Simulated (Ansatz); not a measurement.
## Be: pressure 4.5 GPa

Start from Be in the hcp (Mg type) structure (space group P6_3/mmc, No. 194; a = 2.265 Å, c = 3.561 Å).

Perturbation: a hydrostatic pressure of 4.5 GPa.

All numbers come from Kohn–Sham DFT with the PBE functional, run in Ansatz (a first-principles code) with PAW and 420 eV plane waves, without spin-orbit coupling. k-mesh 23×23×13 (Γ-centred); smearing 0.05 eV (Fermi–Dirac).

```csv
quantity,base,changed,shift
density,1.89 g/cm³,1.96 g/cm³,+0.07 g/cm³
lattice parameter a,2.265 Å,2.238 Å,-0.027 Å
c/a ratio,1.572,1.575,+0.003
shortest interatomic distance,2.209 Å,2.185 Å,-0.024 Å
enthalpy H = E + PV relative to the base's energy,–,+0.22 eV/atom,–
band gap,zero,zero,–
```

Final structure:

```xyz
2
Lattice="2.2376 0.0000 0.0000 -1.1188 1.9378 0.0000 0.0000 0.0000 3.5242" Properties=species:S:1:pos:R:3 pbc="T T T"
Be     1.1188     0.6459     2.6432
Be     0.0000     1.2919     0.8811
```

Load acts through the strain it causes; cell and atoms are relaxed under it. Whether these cells are dynamically stable was not tested.
